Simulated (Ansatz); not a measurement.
Seebeck coefficient (μV/K, mean over directions) of p-type CsS3 (P-1) against carrier density, Ansatz (a first-principles code) with PBEsol, rigid bands. Computed gap 1.51 eV; densities at which minority carriers matter at this gap, or further valleys turn the trend, are left out. Conductivity mass 2.8 mₑ (harmonic mean over directions), N_v = 1.8e20 cm⁻³ at 300 K.

```json
[
 {"hole density": "1e16 cm⁻³", "300 K": "1026", "500 K": "1076"},
 {"hole density": "1e17 cm⁻³", "300 K": "…", "500 K": "877"},
 {"hole density": "1e18 cm⁻³", "300 K": "630", "500 K": "679"},
 {"hole density": "3e18 cm⁻³", "300 K": "535", "500 K": "…"},
 {"hole density": "1e19 cm⁻³", "300 K": "431", "500 K": "…"},
 {"hole density": "3e19 cm⁻³", "300 K": "337", "500 K": "386"},
 {"hole density": "1e20 cm⁻³", "300 K": "235", "500 K": "283"},
 {"hole density": "3e20 cm⁻³", "300 K": "145", "500 K": "190"},
 {"hole density": "1e21 cm⁻³", "300 K": "57", "500 K": "94"}
]
```

Task: What belongs in the gaps?

Result: 
- 1e17 cm⁻³, 300 K: 828
- 3e18 cm⁻³, 500 K: 584
- 1e19 cm⁻³, 500 K: 481

Rigid bands with a gap fixed in temperature, one relaxation time for all states, no polarons or phonon drag, and whether or not such doping can be reached. Spin-orbit coupling is left out; where it splits the top of the valence band, N_v and the p-type Seebeck coefficient come out somewhat high without it.

Formula and space group known from diffraction (Crystallography Open Database), not checked to be the room-temperature form: CsS3 (P-1).
